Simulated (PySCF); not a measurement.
PySCF 2.14.0, PBE/def2-svp, df: Hf(Cl)(H)3 ([Cl][HfH3]), 5 atoms. The geometry is a generated start, not checked to be a minimum at this level.

- task: energy
- method: pbe
- basis: def2-svp
- two-electron scheme: density fitting
- mol.max_memory: 3000 MB
- mf.max_cycle: 100
- mf.init_guess: minao (default)
- mf.DIIS: CDIIS (default)
- mf.conv_tol: 1e-09 (default)
- mf.grids.level: 3 (default)
- effective core potentials: those of the basis set, past Kr
- basis functions: 65
- grid points: 72096

```xyz
5

Hf     0.1347    -0.0547     0.1065
Cl    -1.6500     0.6639    -1.2915
H      1.6829     0.5582    -0.7205
H     -0.1785     0.7414     1.7568
H      0.0108    -1.9088     0.1488
```

Charge 0 and multiplicity 1 are set for this test and not shown to be the ground state.

One run each on 2 threads, 1 BLAS thread. Values of diis_space tried: 3, 5, 8 (default), 12, 20.

**Question.** Predict the course of the Fock builds along this series.

**Answer.** Fewest Fock builds, within one of each other: 5 with 12, 8 (default) with 11, 12 with 11, 20 with 11. The count rises to 22 at 3. All converge to one solution.

| diis_space | Fock builds | end |
|---|---|---|
| 3 | 22 | same solution |
| 5 | 12 | same solution |
| 8 (default) | 11 | same solution |
| 12 | 11 | same solution |
| 20 | 11 | same solution |
